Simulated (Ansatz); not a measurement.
**TiO2: energy against strain**

TiO2 (anatase, I4_1/amd, 11.017 Å³/atom at rest, c along z) under an equal strain ε in the (001) plane with the normal axis free, as in a coherent film. LDA in Ansatz, a plane-wave DFT program (PAW, default set), 420 eV, 12×12×12 Γ-centred mesh, Fermi-Dirac smearing 0.05 eV; ions are relaxed within the symmetry of each cell.

Here s stands for strain and y for E less E0.

```
strain (%)  E less E0 (meV/atom)
----------  --------------------
-1.20                       2.91
-0.60                       0.71
0.00                        0.00
0.60                        0.74
1.20                        3.02
3.00                           ?
```

Q: Fit y against s with a parabola, and predict the withheld value at s = 3.00.

A: Least squares gives y = -0.011 + 0.0417·s + 2.0655·s². Residuals (row less fit): -0.003, 0.002, 0.011, -0.018, 0.007; standard error 0.016 (degrees of freedom: 2). Twice the quadratic coefficient over the volume, 2 × 2.0655 meV × 10⁴ × 0.1602 / 11.017 Å³, is twice the biaxial elastic modulus of this plane = 601 ± 3 GPa. At the withheld row, y = -0.011 + 0.0417 × 3.0 + 2.0655 × 3.0² = 18.704 meV/atom. The calculation gives 19.19 meV/atom, 0.486 meV/atom above the prediction (2.5 % of the range of y in the table). The row lies outside the fitted rows, so this is an extrapolation. From the scatter of the fitted rows alone, a prediction at this place has a standard error of 0.101 meV/atom, so the miss is 4.8 times that.

One order more, fitted to all 11 runs of the series, follows each within 0.01, so the miss is the next term of a smooth law. The primitive cell can neither tilt nor turn polar against its symmetry, as such crystals can under strain. TiO2 is here one of several forms; rutile is the usual stable one. Rows are the converged runs of the series near zero and its far end; series whose fitted rows scatter by over a few per cent of the range, as at a crossing or softening among them, aren't shown in this form. Most that stay on the fit to the last digits aren't either.
